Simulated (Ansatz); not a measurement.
Ansatz (an electronic-structure program) is run on CuI (Pm-3m, 2 atoms in the cell), and the run fails. The aim is a self-consistent single point with DFT, PBEsol, plane waves, default PAW files made with PBE.

Cell that was meant: a = 3.3802 Å, b = 3.3802 Å, c = 3.3802 Å, α = 90.00°, β = 90.00°, γ = 90.00°.

Part of the input:

```yaml
  occupations:
    method: fermi_dirac
    width: 0.01 Ry
  max_iter: 4
output:
  forces: true
  eigenvalues: true
```

Output (repeated stretches shortened):

```
SCF iter   1: F=—  HF=-14019.793443 eV  |F-HF|=—  |Δ(HF+E_count)|=         —  Δρ=9.35e-3  dr2=2.01e-2  ethr=1.77e-3  ⟨swp⟩=5.5  Hψ=1958  notcnv=0
all-band conjugate gradients solve this SCF's bands
preconditioner: auto → Kerker (q_TF=auto, 2.697 Å⁻¹)
SCF iter   2: F=—  HF=-14019.789887 eV  |F-HF|=—  |Δ(HF+E_count)|=   3.56e-3  Δρ=6.02e-3  dr2=1.28e-2  ethr=5.59e-5  ⟨swp⟩=4.4  Hψ=3135  notcnv=0
SCF iter   3: F=—  HF=-14019.787056 eV  |F-HF|=—  |Δ(HF+E_count)|=   2.83e-3  Δρ=2.56e-3  dr2=2.55e-3  ethr=3.56e-5  ⟨swp⟩=3.9  Hψ=2569  notcnv=0
SCF iter   4: F=—  HF=-14019.786369 eV  |F-HF|=—  |Δ(HF+E_count)|=   6.87e-4  Δρ=4.59e-4  dr2=1.41e-4  ethr=7.09e-6  ⟨swp⟩=3.9  Hψ=2501  notcnv=0
Error: did not converge after 4 iterations: dr2 = 1.41e-4 (threshold 1.00e-7), under the density mixer `msr1`, which `scf.mixing.algorithm: auto` chose by the deck's other keys (type `scf.mixing.algorithm: msr1` to keep it); raise `scf.max_iter`, which need not help a stalled SCF, or adjust the mixing (`scf.mixing`) or, under a smearing, its width (`scf.occupations.width`, in either direction: another width is another result); this SCF holds its density and magnetisation to the symmetry operations that it keeps, and cannot end on a state that breaks one of them: if the state sought breaks one, re-run with `crystal.symmetry.detect: false`, without `crystal.symmetry.time_reversal: [...]
```

Problem. What is wrong, and how is it fixed?

Solution. The fault is an iteration limit that is too low. The loop is cut before its threshold is met, so whatever is printed at the end is not self-consistent. To fix it, raise the limit, or leave it to the default. The run ended unconverged after 4 iterations.

The sound input it was made from differs as follows (other fixes are possible):
```diff
-  max_iter: 4
```

With that input, the run converged in 8 iterations: free energy E − TS (on the zero of these files) -14019.7863 eV; Fermi level (on the code's own zero) 14.08 eV; pressure 8.45 GPa (DFT, PBEsol, plane waves, default PAW files made with PBE).

On the sound input: the starting cell was generated: these elements placed on a structure prototype, without a prior relaxation; it need not be a known phase or ordering of this composition. Spin polarisation is off. With a pressure of about 8 GPa the cell is away from its equilibrium volume at this level. Ansatz's pressure includes its estimate of the finite-basis (Pulay) stress. The run gives no clean gap (levels at the Fermi energy touch, overlap or are partly filled at this smearing), which alone does not show that the compound is a metal.

Keys are those of Ansatz 0.2.
